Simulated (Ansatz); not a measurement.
Take GaP in the zinc blende structure (space group F-43m, No. 216; a = 5.391 Å) as the base.

Computed with Ansatz (a first-principles code), LDA, PAW, cutoff 420 eV, no SOC.

Strains are applied to the cell and any free atomic positions relax.

One change was made to it. Results:

The pressure falls by 6.53 GPa (-0.01 GPa → -6.54 GPa); the hole mass (degenerate bands, along [100]) goes from 0.11, 0.36, 0.36 mₑ (at Γ) to 0.075, 0.40, 0.40 mₑ (at Γ); the width of the top valence band shrinks by 0.42 eV, from 3.63 eV to 3.21 eV; the valley order (the lowest conduction-band minima on the path, energy above the VBM, named in the base's zone) changes from a point along ⟨100⟩, about 1.0 Å⁻¹ from Γ 1.38 eV; L along ⟨111⟩ 1.60 eV; Γ 1.88 eV to Γ 1.15 eV; L along ⟨111⟩ 1.33 eV; a point along ⟨100⟩, about 1.0 Å⁻¹ from Γ 1.53 eV.

Question: Which of these changes matches the shifts?
A) isotropic strain −0.50 %
B) isotropic strain +2.50 %
C) isotropic strain +3.00 %
D) isotropic strain −1.50 %

Answer: C, isotropic strain +3.00 %. For comparison, the valley order in the other runs: isotropic strain +2.50 % gives Γ 1.27 eV; L along ⟨111⟩ 1.37 eV; a point along ⟨100⟩, about 1.0 Å⁻¹ from Γ 1.50 eV; isotropic strain −0.50 % gives a point along ⟨100⟩, about 1.0 Å⁻¹ from Γ 1.36 eV; L along ⟨111⟩ 1.65 eV; Γ 2.01 eV; isotropic strain −1.50 % gives a point along ⟨100⟩, about 1.0 Å⁻¹ from Γ 1.30 eV; L along ⟨111⟩ 1.74 eV; Γ 2.26 eV.

Effective masses come from finite differences of ±0.01 Å⁻¹. Stability against distortions was not tested.
